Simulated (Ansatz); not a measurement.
Ga₂O₃ (model structure, started from the Bi2O3 type, P6₃mc, No. 186, 20 atoms in the cell), treated with r²SCAN (Ansatz, a quantum-chemistry and plane-wave program, plane waves, PAW).

Settings: plane-wave cutoff 560 eV, 6×6×8 k mesh (along the axes of the cell as run), Fermi–Dirac smearing 0.01 eV, scalar-relativistic PAW data made under PBE.

Cell (relaxed at this level):

```yaml
crystal:
  lattice:
    - [7.08512, 0.00000, 0.00000]
    - [-3.54256, 6.13589, 0.00000]
    - [0.00000, 0.00000, 4.80104]
  atoms:
    - { symbol: Ga, position: [0.33335, 0.16668, 0.77547] }
    - { symbol: Ga, position: [0.16668, 0.33335, 0.27547] }
    - { symbol: Ga, position: [0.83332, 0.16668, 0.77547] }
    - { symbol: Ga, position: [0.66665, 0.83332, 0.27547] }
    - { symbol: Ga, position: [0.83332, 0.66665, 0.77547] }
    - { symbol: Ga, position: [0.16668, 0.83332, 0.27547] }
    - { symbol: Ga, position: [0.33333, 0.66667, 0.66900] }
    - { symbol: Ga, position: [0.66667, 0.33333, 0.16900] }
    - { symbol: O, position: [0.54681, 0.09362, 0.92580] }
    - { symbol: O, position: [0.45319, 0.54681, 0.42580] }
    - { symbol: O, position: [0.90638, 0.45319, 0.92580] }
    - { symbol: O, position: [0.45319, 0.90638, 0.42580] }
    - { symbol: O, position: [0.54681, 0.45319, 0.92580] }
    - { symbol: O, position: [0.09362, 0.54681, 0.42580] }
    - { symbol: O, position: [0.72434, 0.86217, 0.88875] }
    - { symbol: O, position: [0.86217, 0.72434, 0.38875] }
    - { symbol: O, position: [0.13783, 0.86217, 0.88875] }
    - { symbol: O, position: [0.27566, 0.13783, 0.38875] }
    - { symbol: O, position: [0.13783, 0.27566, 0.88875] }
    - { symbol: O, position: [0.86217, 0.13783, 0.38875] }
```

### Question
Predict the band gap.

### Answer

- band gap: 0.88 eV (on the SCF k mesh)

Note: the relaxation could raise the start's symmetry but not lower it, so the cell can be a saddle point.

Spin–orbit coupling is not included.

The computed numbers hold no vibrational or temperature effects.

Cost on a shared machine: around 40 core-minutes (rough).

A model structure was made by putting elements into a prototype or built by hand; it is no filed structure, need not be a known phase, and can be a saddle point held by its symmetry.
